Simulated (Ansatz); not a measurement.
An Ansatz (an electronic-structure program) run: FeS2 with a change (isotropic strain −1.23 %); PBE in Ansatz (plane waves to 420 eV, PAW, spin-orbit coupling left out), earlier PAW set.

Input:

Ansatz 0.2 input:
```yaml
crystal:
  lattice:
    - [5.3370745258, 0, 0]
    - [0, 5.3370745258, 0]
    - [0, 0, 5.3370745258]
  atoms:
    - { symbol: Fe, position: [0, 0, 0] }
    - { symbol: Fe, position: [0.5, 0.5, 0] }
    - { symbol: Fe, position: [0, 0.5, 0.5] }
    - { symbol: Fe, position: [0.5, 0, 0.5] }
    - { symbol: S, position: [0.3826105784, 0.3826105784, 0.3826105784] }
    - { symbol: S, position: [0.8826105784, 0.1173894216, 0.6173894216] }
    - { symbol: S, position: [0.6173894216, 0.8826105784, 0.1173894216] }
    - { symbol: S, position: [0.1173894216, 0.6173894216, 0.8826105784] }
    - { symbol: S, position: [0.6173894216, 0.6173894216, 0.6173894216] }
    - { symbol: S, position: [0.1173894216, 0.8826105784, 0.3826105784] }
    - { symbol: S, position: [0.3826105784, 0.1173894216, 0.8826105784] }
    - { symbol: S, position: [0.8826105784, 0.3826105784, 0.1173894216] }
basis: { ecutwfc: 420, ecutrho_ratio: 4, xc_grid: 2, fft_grid_basis: typed }
kpoints: { mp_grid: { grid: [5, 5, 5] } }
hamiltonian:
  xc: pbe
  dispersion: none
  pseudopotentials: { azcp: { folder: ./paw }, kind: paw }
scf: { occupations: { method: fermi_dirac, width: 0.05 }, convergence: { dr2_threshold: 0.0000000012 } }
relax: { f_tol: 0.005, max_steps: 50 }
output: { forces: true, stress: true }
checkpoint: { write: state.ck, write_every: 1000 }
```

Output (explanatory and most iteration lines left out):

```
Relaxation: its limit of steps is 50 (relax.max_steps)
Pseudopotential: Fe, paw, valence charge 16
Pseudopotential: S, paw, valence charge 6
Crystal: 12 atoms, lattice volume = 152.023 Å³
Basis set: ecut = 420 eV, 2945 PW (Γ), exchange–correlation on 72×72×72 points (8 copies of the dense FFT grid, shifted against one another)
Bands: 68, of which v1, the nominal top of the filled ones, is band 56 counted from 1 (55 counted from 0)
Symmetry: 24 space group operations
Space group: Pa-3 (ITA 205), of the structure as read, at distance tolerance 5.3e-5 Å
k-points: 11 of 125
Functional: x = pbe(κ = 0.804, μ = 0.2195149727645171), c = pbe(β = 0.06672455060314922)
SCF iter   1: F=—  HF=-25164.700520 eV  |F-HF|=—  |Δ(HF+E_count)|=         —  Δρ=2.95e-1  dr2=1.60e2  ethr=3.10e-3  ⟨swp⟩=9.2  Hψ=3546  notcnv=0  defer=2
SCF iter   2: F=—  HF=-25148.741772 eV  |F-HF|=—  |Δ(HF+E_count)|=    1.60e1  Δρ=9.91e-2  dr2=2.35e1  ethr=3.10e-3  ⟨swp⟩=4.0  Hψ=1875  notcnv=0  defer=38
SCF 1 converged in 11 iterations: F = -25144.597297 eV  dr2 = 3.35e-10
relax step   1: F+E_penalty+E_count = -25144.59729655 eV  Δ(F+E_penalty+E_count) = +0.000e0 eV  max|allowed force component| = 2.799e-2 eV/Å  Δτ_max = 0.0000 Å  (11 SCF iters, accepted)
Crystal: 12 atoms, lattice volume = 152.023 Å³
SCF iter   1: F=—  HF=-25144.597831 eV  |F-HF|=—  |Δ(HF+E_count)|=         —  Δρ=2.13e-4  dr2=4.05e-5  ethr=3.53e-8  ⟨swp⟩=3.1  Hψ=2593  notcnv=0  defer=36
SCF iter   2: F=—  HF=-25144.597637 eV  |F-HF|=—  |Δ(HF+E_count)|=   1.93e-4  Δρ=9.84e-5  dr2=7.45e-6  ethr=3.53e-8  ⟨swp⟩=1.5  Hψ=729  notcnv=0  defer=36
SCF 2 converged in 6 iterations: F = -25144.597640 eV  dr2 = 2.58e-10
relax step   2: F+E_penalty+E_count = -25144.59764039 eV  Δ(F+E_penalty+E_count) = -3.438e-4 eV  max|allowed force component| = 1.688e-2 eV/Å  Δτ_max = 0.0011 Å  (6 SCF iters, accepted)
Crystal: 12 atoms, lattice volume = 152.023 Å³
SCF iter   1: F=—  HF=-25144.598059 eV  |F-HF|=—  |Δ(HF+E_count)|=         —  Δρ=3.29e-4  dr2=9.72e-5  ethr=8.36e-7  ⟨swp⟩=3.5  Hψ=1585  notcnv=0  defer=36
SCF iter   2: F=—  HF=-25144.597835 eV  |F-HF|=—  |Δ(HF+E_count)|=   2.24e-4  Δρ=1.48e-4  dr2=1.68e-5  ethr=8.68e-8  ⟨swp⟩=2.0  Hψ=1136  notcnv=0  defer=36
SCF 3 converged in 6 iterations: F = -25144.597839 eV  dr2 = 9.93e-10
relax step   3: F+E_penalty+E_count = -25144.59783894 eV  Δ(F+E_penalty+E_count) = -1.986e-4 eV  max|allowed force component| = 2.050e-4 eV/Å  Δτ_max = 0.0017 Å  (6 SCF iters, accepted)
SCF converged after 6 iterations
Free energy (F): -25144.597839 eV
Internal energy: -25144.596087 eV  (E = F + TS)
E sigma→0 (E₀):  -25144.596963 eV
Entropy (-TS):   -0.001752 eV (-0.146 meV/atom)
Fermi energy:    13.733006 eV
--- Forces (eV/Å), atoms counted from 1 ---
  atom   1  Fe     0.00000000    -0.00000000     0.00000000
  atom   2  Fe     0.00000000    -0.00000000    -0.00000000
  atom   3  Fe     0.00000000    -0.00000000     0.00000000
  atom   4  Fe     0.00000000    -0.00000000     0.00000000
  atom   5  S     -0.00020499    -0.00020499    -0.00020499
  atom   6  S     -0.00020499     0.00020499     0.00020499
  atom   7  S      0.00020499    -0.00020499     0.00020499
  atom   8  S      0.00020499     0.00020499    -0.00020499
  atom   9  S      0.00020499     0.00020499     0.00020499
  atom  10  S      0.00020499    -0.00020499    -0.00020499
  atom  11  S     -0.00020499     0.00020499    -0.00020499
  atom  12  S     -0.00020499    -0.00020499     0.00020499
--- Stress (GPa, compression-positive) ---
        6.359128       0.000000       0.000000
        0.000000       6.359128       0.000000
        0.000000       0.000000       6.359128
  P = ⅓ Tr σ = 6.3591 GPa (63.591 kbar)
--- Relaxed structure (3 steps of the walk, 3 accepted, 0 SCFs on fresh bases) ---
  atoms:
    - { symbol: Fe, position: [1.1850148695242547e-20, -1.6928783850346594e-21, -6.771513540138591e-21] }
    - { symbol: Fe, position: [0.5, 0.5, -6.7715135401385904e-21] }
    - { symbol: Fe, position: [1.185014869524256e-20, 0.5, 0.5] }
    - { symbol: Fe, position: [0.5, -1.6928783850346538e-21, 0.5] }
    - { symbol: S, position: [0.38230885414422605, 0.38230885414422605, 0.38230885414422605] }
    - { symbol: S, position: [0.8823088541442261, 0.11769114585577392, 0.6176911458557739] }
    - { symbol: S, position: [0.6176911458557739, 0.8823088541442261, 0.11769114585577392] }
    - { symbol: S, position: [0.11769114585577392, 0.6176911458557739, 0.8823088541442261] }
    - { symbol: S, position: [0.6176911458557739, 0.6176911458557739, 0.6176911458557739] }
    - { symbol: S, position: [0.11769114585577392, 0.8823088541442261, 0.38230885414422605] }
    - { symbol: S, position: [0.38230885414422605, 0.11769114585577392, 0.8823088541442261] }
    - { symbol: S, position: [0.8823088541442261, 0.38230885414422605, 0.11769114585577392] }
```

No phonon test of stability was made. All final runs are without spin polarisation. The cell was made from FeS2 (space group Pa-3, No. 205; non-magnetic) by this change: isotropic strain −1.23 %.
